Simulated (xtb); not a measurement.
xtb 6.7.1, GFN1-xTB: Zr(OH)(OSiH3)3 ([OH][Zr]([O][SiH3])([O][SiH3])[O][SiH3]), 18 atoms. The geometry is a generated start, not checked to be a minimum at this level.

- run flags: --grad
- method: GFN1-xTB
- --acc: 1 (default)
- --etemp (K): 300 (default)
- basis functions: 76
- valence electrons: 50

```xyz
18

Zr     0.4187     0.8786    -0.0091
O      0.7124     2.6803     0.4649
H      0.1739     3.0849     1.1565
O     -1.4333     0.5876     0.3488
Si    -2.4914     0.1518    -0.7754
H     -2.3812     1.0712    -1.9456
H     -3.8249     0.2868    -0.1667
H     -2.2750    -1.2602    -1.1826
O      1.3355    -0.3360     1.1543
Si     0.6909    -0.5885     2.6032
H      0.2266     0.7224     3.1759
H      1.7414    -1.1607     3.4558
H     -0.4493    -1.5342     2.5134
O      0.8341     0.4725    -1.8327
Si     1.5175    -0.9427    -2.1578
H      2.6526    -1.1961    -1.2146
H      2.0345    -0.8735    -3.5333
H      0.5171    -2.0441    -2.0551
```

Charge 0 and multiplicity 1 are set for this test and not shown to be the ground state.

One run each on 1 thread. Values of broydamp tried: 0.02, 0.05, 0.1, 0.2, 0.4 (default), 0.6, 0.8, 1.

### Question
Which value of broydamp needs the fewest SCC iterations, and what happens away from it?

### Answer
Fewest SCC iterations, within one of each other: 0.2 with 13, 0.4 (default) with 12, 0.6 with 12, 0.8 with 13. The count rises to 30 at 0.02. All converge to one solution.

| broydamp | SCC iterations | end |
|---|---|---|
| 0.02 | 30 | same solution |
| 0.05 | 23 | same solution |
| 0.1 | 15 | same solution |
| 0.2 | 13 | same solution |
| 0.4 (default) | 12 | same solution |
| 0.6 | 12 | same solution |
| 0.8 | 13 | same solution |
| 1 | 15 | same solution |
